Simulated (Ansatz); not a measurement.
```xyz
6
Lattice="4.6748 0.0000 0.0000 0.0000 5.2435 0.0000 0.0000 0.0000 3.0075" Properties=species:S:1:pos:R:3 pbc="T T T"
W      1.2106     0.8346     1.5038
W      3.4643     4.4090     1.5038
W      3.5480     1.7872     0.0000
W      1.1268     3.4563     0.0000
C      0.0000     0.0000     0.0000
C      2.3374     2.6218     1.5038
```

W2C (Pnnm), PBEsol, DFPT electron-phonon coupling, linearised Boltzmann equation (plane waves, PAW, scalar-relativistic; Ansatz, a program for electronic structure): the phonon-limited resistivity at 300 K is 13.6 μΩ·cm (x, a), 25.8 μΩ·cm (y, b), 24.3 μΩ·cm (z, c). Third figures are kept for the arithmetic.

Task: Bound the resistivity of a random, dense polycrystal without boundary scattering, and give the anisotropy.

Result: Largest over smallest: 1.90. Upper bound, grains in series: (13.6 + 25.8 + 24.3)/3 = 21 μΩ·cm. Lower bound, grains side by side: 3/Σ(1/ρ) = 19.6 μΩ·cm. The best single-crystal direction lies 30 % under the lower bound.

Task: The current-weighted mean free path is 4.58 nm along x and 4.27 nm along y. How does ρ₀ℓ differ between these directions?

Result: x: 13.6 × 4.58 = 6.2×10⁻¹⁶ Ω·m²; y: 25.8 × 4.27 = 11.0×10⁻¹⁶ Ω·m², a ratio of 1.77. The size effect in a wire also hangs on the velocities towards its walls, so the isotropic formulas don't carry over to this crystal.

A metal at this level (no band gap). Only scattering by harmonic phonons is included (no impurities, grain boundaries, electron-electron scattering or thermal expansion). Spin-orbit coupling is left out, which matters with elements this heavy. Halving the electron mesh (20x16x28) moves the resistivity by up to 8 % at 300 K, the mean free path by up to 5 %. Smearing 0.20 eV; phonons on a 3x3x5 q mesh, which this run doesn't test.

Computed structure with no diffraction record at hand here (it may be known, metastable or hypothetical): W2C (Pnnm).
